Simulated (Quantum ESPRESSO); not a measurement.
Cost against accuracy: K_POINTS for KCl (Fm-3m, 2 atoms in the cell)

```
KCl
1.0
   -3.16229     0.00000     3.16229
    0.00000     3.16229     3.16229
   -3.16229     3.16229     0.00000
K Cl
1 1
Direct
  0.00000   0.00000   0.00000
  0.50000   0.50000   0.50000
```

Computed with revPBE, GBRV 1.5 ultrasoft (PBE) pseudopotentials (plane waves; Quantum ESPRESSO).

Base settings: ecutwfc = 40 Ry; ecutrho = 200 Ry; occupations = smearing; smearing = gauss; degauss = 0.000734986 Ry; input_dft = revpbe; potentials = {K: k_pbe_v1.4.uspp.F.UPF, Cl: cl_pbe_v1.4.uspp.F.UPF}; K_POINTS = automatic 9 9 9 0 0 0; conv_thr = 1e-08 Ry; mixing_beta = 0.5.

Misses are taken against the tightest run, automatic 22 22 22 0 0 0, which need not be fully converged itself. The energy is the free energy per atom.

The count of work is k-points × plane waves × bands × iterations; it is no time, and leaves out set-up, grids and terms that scale otherwise. Core times come from one kind of shared machine and are given to one figure; runs under 30 s give none.

The starting cell comes from a database of computed structures (which also holds hypothetical and non-ambient phases and stackings), without a prior relaxation at this level. Its lattice was rescaled by a random factor within 2.5 % of one.

```tsv
K_POINTS	energy less reference (meV/atom)	pressure less reference (GPa)	count of work / reference	core time / reference (rough)
automatic 1 1 1 0 0 0	1329.47	11.59	0.0027	–
automatic 2 2 2 0 0 0	32.47	0.30	0.0074	–
automatic 3 3 3 0 0 0	1.20	0.02	0.011	–
automatic 4 4 4 0 0 0	0.21	0.00	0.018	–
automatic 5 5 5 0 0 0	0.00	0.01	0.047	–
automatic 6 6 6 0 0 0	0.15	-0.01	0.044	–
automatic 7 7 7 0 0 0	-0.13	0.01	0.044	–
automatic 9 9 9 0 0 0	-0.05	0.00	0.12	0.1
automatic 10 10 10 0 0 0	0.01	0.00	0.16	0.2
automatic 12 12 12 0 0 0	0.01	0.00	0.22	0.3
automatic 14 14 14 0 0 0	0.00	0.00	0.34	0.3
automatic 18 18 18 0 0 0	-0.01	0.00	0.65	0.6
automatic 22 22 22 0 0 0	0.00	0.00	1.0	1
```

Coarsest setting among those run that, with all tighter ones, holds the energy within 20 meV/atom of the reference: automatic 3 3 3 0 0 0, off by 1.2 meV/atom; it needs 0.011 of the reference's count of work.

The step from automatic 2 2 2 0 0 0 to automatic 4 4 4 0 0 0: it takes the miss in the energy from 32 to 0.21 meV/atom, for 2.4 times the count of work.
